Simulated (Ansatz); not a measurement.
Start from PbSe in the rock salt structure (space group Fm-3m, No. 225; a = 6.178 Å).

The change: full substitution Se → Te, then cell and atoms are relaxed.

Levels (all Ansatz, a program for electronic structure, PAW, earlier PAW set): r2SCAN (500 eV, no spin-orbit coupling); HSE06+SOC (420 eV, noncollinear with spin-orbit coupling).

The geometry is relaxed with r2SCAN.

r2SCAN band gap: 1.10 eV

Question: What does HSE06+SOC give at this geometry for the band gap?

Answer: The band gap falls by 0.844 eV (1.10 eV → 0.25 eV).

Single points use the geometry relaxed with r2SCAN. The hybrid gap comes from the SCF mesh plus the semilocal run's edge points and a few special points and is an upper bound. The spin-orbit shifts are approximate. With Pb and Te present, leaving out spin-orbit coupling can change the band edges. Stability against distortions was not tested.
